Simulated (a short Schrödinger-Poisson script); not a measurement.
**MOS inversion layer, SiO2 on p-type Si(111)**

Stack: MOS inversion layer, SiO2 on p-type Si(111), at 300 K.

```csv
layer,material,thickness (nm),Na (cm⁻³)
1,SiO2,3.5,-
2,Si,380,1.3e18
```

Constants are typed, rounded textbook-type inputs, not results; the design itself was drawn at random and stands for no fabricated device. SiO2: permittivity 3.9, conduction-band edge (eV) 3.15, gap (eV) 9, electron mass (mₑ) 0.5. Si: permittivity 11.7, conduction-band edge (eV) 0, gap (eV) 1.124, Nv at 300 K (cm⁻³) 3.1e19.

Channel valleys (confinement mass, in-plane density-of-states mass, number): Δ6 0.258, 0.358, 6. At the gate the conduction-band edge of layer 1 lies 3.68 eV − eVg above the Fermi level of the channel; the field vanishes at the back. Gaps are held at their typed values at every temperature. Mesh 0.03 nm at interfaces.

From a short Schrödinger-Poisson script (our own, NumPy): 1D Poisson equation in equilibrium, electrons quantum, Hartree (BenDaniel-Duke, 12 states a valley, the channel's in-plane mass for all, wave functions free to enter the dielectric), parabolic valleys, classical holes, full ionisation, no traps, pinning or gate leakage.

```csv
Vg (V),electrons (cm⁻²),C (μF/cm²),Δ6 E0 (meV),Δ6 E1 (meV)
0.9,8.42e6,0.268,383.6,508.6
1.05,4.51e8,0.257,280.6,412.2
1.2,2.36e10,0.312,178.3,315.9
1.35,3.27e11,0.637,110.1,252.6
1.5,9.51e11,0.772,82.1,228.4
1.65,1.68e12,0.818,67.0,216.7
1.8,2.45e12,0.841,56.9,209.7
1.95,3.24e12,0.855,49.2,205.0
2.1,4.04e12,0.865,43.0,201.8
2.25,4.85e12,0.873,37.8,199.4
2.4,5.67e12,0.879,33.2,197.6
2.55,6.50e12,0.884,29.2,196.2
2.7,7.33e12,0.888,25.6,195.2
2.85,8.16e12,0.892,22.4,194.4
3,9.00e12,0.894,19.3,193.9
3.15,9.84e12,0.897,16.5,193.5
3.3,1.07e13,0.900,13.9,193.2
3.45,1.15e13,0.902,11.4,193.0
```

Gate voltages with under 1e6 electrons/cm² are left out.

Subbands count from the Fermi level.
